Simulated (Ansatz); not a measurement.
```xyz
2
Lattice="13.5000 0.0000 0.0000 0.0000 11.0000 0.0000 0.0000 0.0000 2.4806" Properties=species:S:1:pos:R:3 pbc="T T T"
W      5.6351     5.5000     0.0000
W      7.8649     5.5000     1.2403
```

The numbers are results of PBE (plane waves to 420 eV, PAW; Ansatz, an electronic-structure program), not measurements. Mesh 1×1×124. Collinear spin, started with parallel moments, and moments remain. Periodic along z alone, with about 11 Å of vacuum beside it. A model structure. It keeps the symmetry and period of its start, so it need not be a minimum against all distortions. Pairing along the axis, which can open a gap, is among the distortions not tried. Values not marked SOC lack spin–orbit coupling. Fermi–Dirac width 0.02 eV.

Problem. Say what this body is, and give its properties.

Solution. Free triangular strip chain of W atoms. A hypothetical model.
- net spin moment: 0.91 μB a period
- PBE gap: none (under 0.01 eV)
